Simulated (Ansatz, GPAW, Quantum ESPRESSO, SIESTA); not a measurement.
# Code comparison for InAu3 (Pmmn, 8 atoms in the cell)

Self-consistent single point.

```
InAu3
1.0
    4.83733     0.00000     0.00000
    0.00000     5.77876     0.00000
    0.00000     0.00000     5.27183
In Au
2 6
Direct
  0.50000   0.50000   0.33547
  0.00000   0.00000   0.66453
  0.00000   0.50000   0.66268
  0.50000   0.00000   0.33732
  0.00000   0.74853   0.16322
  0.00000   0.25147   0.16322
  0.50000   0.75147   0.83678
  0.50000   0.24853   0.83678
```

Shared settings, as Ansatz (an electronic-structure program) writes them: kpoints.mp_grid.grid = 2 2 2; scf.occupations.method = fermi_dirac; scf.occupations.width = 0.1 eV. Potentials and cutoffs stand in the table.

```csv
code,model,pressure (GPa),largest force (eV/Å),cutoff
Ansatz,"PBEsol, PAW files made with PBE",-5.00,0.163,default
SIESTA,"GGA PBEsol, numerical atomic orbitals DZP, PseudoDojo PBEsol standard norm-conserving potentials (rewritten from UPF to PSML)",-5.40,0.095,grid 300 Ry
Quantum ESPRESSO,"PBEsol, GBRV 1.5 ultrasoft (PBESOL) pseudopotentials",-5.76,0.158,40 Ry
GPAW,"PBEsol, GPAW PAW datasets PBEsol (made by gpaw-setup)",-4.11,0.191,550 eV
```

Size of the force on each atom (eV/Å): Sizes of forces hide their directions.

```csv
code,In1,In2,Au3,Au4,Au5,Au6,Au7,Au8
Ansatz,0.093,0.093,0.163,0.163,0.050,0.050,0.050,0.050
SIESTA,0.081,0.081,0.043,0.043,0.095,0.095,0.095,0.095
Quantum ESPRESSO,0.093,0.093,0.158,0.158,0.049,0.049,0.049,0.049
GPAW,0.090,0.090,0.191,0.191,0.062,0.062,0.062,0.062
```

On Ansatz's run: spin-orbit coupling is off.

The spread over the programs that give each value: pressure within 1.65 GPa; largest force within 0.096 eV/Å.

SIESTA uses small atom-centred bases, whose incompleteness enters pressures, forces and empty levels differently from a plane-wave cutoff. Ansatz's pressure is given at a fixed set of plane waves, as the other plane-wave codes print theirs; with its correction for the finite basis it is -4.96 GPa. In the force vectors, SIESTA (by 0.120) lies more than 0.08 eV/Å from the median of the plane-wave programs.

On the base mesh (3 3 3) the same programs gave: Ansatz pressure -4.26 GPa; Quantum ESPRESSO pressure -5.01 GPa; GPAW pressure -3.34 GPa; SIESTA pressure -4.63 GPa.

The values differ from the base mesh's, so the mesh still matters here: the table compares the programs at equal settings.

The starting cell comes from a database of computed structures (which also holds hypothetical and non-ambient phases and stackings), without a prior relaxation at this level.

Left out of this page: CP2K (on another mesh); Elk (not drawn, or without a comparable value).

Keys are those of Ansatz 0.2.
